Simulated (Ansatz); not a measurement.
Sn (model structure, started from the Si type, R-3, No. 148, 8 atoms in the cell) was calculated with PBEsol (Ansatz, a quantum-chemistry and plane-wave program, PAW).

Run with plane-wave cutoff 520 eV, 10×10×10 k mesh, Fermi–Dirac smearing 0.05 eV, scalar-relativistic PAW data made under PBE.

Cell (relaxed at this level):

Sn has the trigonal space group R-3, hexagonal axes (No. 148), Pearson symbol hR8. Conventional cell: a = 11.286 Å, b = 11.286 Å, c = 6.565 Å, α = 90.00°, β = 90.00°, γ = 120.00°. Sn1 on 18f sees 4 Sn at 2.851–2.891 Å. Sn2 on 6c is surrounded by 4 Sn at 2.851–2.902 Å (tetrahedral). (Neighbours: up to the widest gap in distance over summed covalent radii, below 1.35, at either atom.)
(The calculation used a cell of 8 atoms; values per cell refer to that cell.)

Predict the bulk modulus B0.


- bulk modulus B0: 35.1 GPa

The run finds no gap.

Note: the bulk modulus is −V dP/dV from two relaxed cells at ±2 % in volume; the relaxation could raise the start's symmetry but not lower it, so the cell can be a saddle point.

Spin–orbit coupling is not included.

A model structure was made by putting elements into a prototype or built by hand; it is no filed structure, need not be a known phase, and can be a saddle point held by its symmetry.
